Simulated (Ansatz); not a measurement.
Phonon-limited resistivity of MoIr (P-6m2) against temperature in μΩ·cm, PBEsol, DFPT electron-phonon coupling, linearised Boltzmann equation run with Ansatz (an electronic-structure program), harmonic crystal at a fixed cell. x, y and z are the axes of this cell:
```yaml
crystal:
  lattice:
    - [2.75301, 0.00000, 0.00000]
    - [-1.37651, 2.38418, 0.00000]
    - [0.00000, 0.00000, 4.42901]
  atoms:
    - { symbol: Mo, position: [0.00000, 0.00000, 0.00000] }
    - { symbol: Ir, position: [0.33333, 0.66667, 0.50000] }
```

```
T        ρ (x, y)  ρ (z)
-----  ----------  -----
50 K        0.271  0.318
77 K         1.06   1.18
100 K  (withheld)   2.14
150 K  (withheld)   4.32
200 K        5.96   6.41
250 K        7.83   8.41
273 K        8.68   9.32
300 K        9.66   10.4
350 K        11.5   12.3
400 K        13.2   14.2
500 K        16.7   18.0
600 K        20.2   21.8
800 K        27.1   29.4
```

**Question.** What belongs in the gaps?

**Answer.** 
- 100 K, ρ (x, y): 1.96
- 150 K, ρ (x, y): 4.00

A metal at this level (no band gap). Only scattering by harmonic phonons is included (no impurities, grain boundaries, electron-electron scattering or thermal expansion). Spin-orbit coupling is left out, which matters with elements this heavy. The run warned that the eigensolver left some states short of its tolerance. Halving the electron mesh (36x36x20) moves the resistivity by up to 2 %. Smearing 0.20 eV; phonons on a 6x6x3 q mesh, which this run doesn't test and which matters most at low temperature.

Computed structure with no diffraction record at hand here (it may be known, metastable or hypothetical): MoIr (P-6m2).
